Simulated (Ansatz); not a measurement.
This Ansatz (a first-principles code) input is the reference run, Tl in the hcp (Mg type) structure (space group P6_3/mmc, No. 194), computed with r2SCAN/PAW in Ansatz, no SOC:

Ansatz 0.2 input:
```yaml
crystal:
  lattice:
    - [3.5199641992, 0, 0]
    - [-1.7599820996, 3.0483784169, 0]
    - [0, 0, 5.6016292131]
  atoms:
    - { symbol: Tl, position: [0.3333333333, 0.6666666667, 0.75] }
    - { symbol: Tl, position: [0.6666666667, 0.3333333333, 0.25] }
basis: { ecutwfc: 500, ecutrho_ratio: 4, xc_grid: 4, fft_grid_basis: typed }
kpoints: { mp_grid: { grid: [15, 15, 9] } }
hamiltonian:
  xc: r2scan
  dispersion: none
  pseudopotentials: { kind: paw }
scf: { occupations: { method: fermi_dirac, width: 0.05 }, convergence: { dr2_threshold: 0.0000000002 } }
output: { forces: true, stress: true }
```

Problem. Write the input for this change: hydrostatic tension (pressure −1 GPa).

Solution. 
Ansatz 0.2 input:
```yaml
crystal:
  lattice:
    - [3.5199641992, 0, 0]
    - [-1.7599820996, 3.0483784169, 0]
    - [0, 0, 5.6016292131]
  atoms:
    - { symbol: Tl, position: [0.3333333333, 0.6666666667, 0.75] }
    - { symbol: Tl, position: [0.6666666667, 0.3333333333, 0.25] }
basis: { ecutwfc: 500, ecutrho_ratio: 4, xc_grid: 4, fft_grid_basis: typed }
kpoints: { mp_grid: { grid: [15, 15, 9] } }
hamiltonian:
  xc: r2scan
  dispersion: none
  pseudopotentials: { kind: paw }
scf: { occupations: { method: fermi_dirac, width: 0.05 } }
relax: { f_tol: 0.01, max_steps: 60, cell: { stress_tol: 0.02, p_target: -1.0 } }
output: { forces: true, stress: true }
checkpoint: { write: state.ck, write_every: 1000 }
```
This is the input that was run.

Load acts through the strain it causes; cell and atoms are relaxed under it. Whether these cells are dynamically stable was not tested.
